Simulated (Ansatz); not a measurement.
Given:

```yaml
crystal:
  lattice:
    - [5.23647, 0.00000, 0.00000]
    - [0.00000, 5.23647, 0.00000]
    - [0.00000, 0.00000, 5.23647]
  atoms:
    - { symbol: S, position: [0.00000, 0.00000, 0.00000] }
    - { symbol: S, position: [0.50000, 0.50000, 0.50000] }
    - { symbol: Au, position: [0.25000, 0.25000, 0.75000] }
    - { symbol: Au, position: [0.25000, 0.75000, 0.25000] }
    - { symbol: Au, position: [0.75000, 0.75000, 0.75000] }
    - { symbol: Au, position: [0.75000, 0.25000, 0.25000] }
```

Calculation: PBEsol, rigid bands (plane waves, PAW, scalar-relativistic; Ansatz, a first-principles code). Cell: cell and atoms relaxed with PBEsol.

Predict the electron conductivity mass (n e² τ/σ) at 300 K, by direction if it differs.

0.21 mₑ.

And the band gap?

1.91 eV at this level; semilocal functionals usually fall short of the measured gap.

Rigid bands, one relaxation time for all states, no polarons. Spin-orbit coupling is left out; where it splits the top of the valence band it changes the hole mass and lowers the gap by about a third of the splitting.

Computed structure, not matched to a measured one here, so possibly hypothetical: Au2S (Pn-3m).
